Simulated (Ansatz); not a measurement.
Given:

```yaml
crystal:
  lattice:
    - [3.83445, 0.00000, 0.00000]
    - [0.00000, 5.42273, 0.00000]
    - [0.00000, 2.71136, 2.71136]
  atoms:
    - { symbol: Sr, position: [0.00000, 0.00000, 0.00000] }
    - { symbol: Ti, position: [0.50000, 0.50000, 0.00000] }
    - { symbol: O, position: [0.50000, 0.50000, 0.50000] }
    - { symbol: O, position: [0.50000, 0.00000, 0.50000] }
    - { symbol: O, position: [0.00000, 0.50000, 0.00000] }
```

The cell is strained (all lengths scaled by 0.98); by r2SCAN it stands under a pressure of 12.0 GPa.

Transport runs along the normal of the first two printed cell vectors, the (110) plane of the conventional cell.

The gap is the functional's own, uncorrected, and κ follows it; spin-orbit coupling is left out. Mid-gap means the computed energy nearest the middle.

**Question.** State the band gap and the smallest decay constant κ at mid-gap according to r2SCAN run with Ansatz (an electronic-structure program).

**Answer.** Gap 2.39 eV on a 12×12×12 mesh; κ = 0.250 1/Å, at the zone centre.
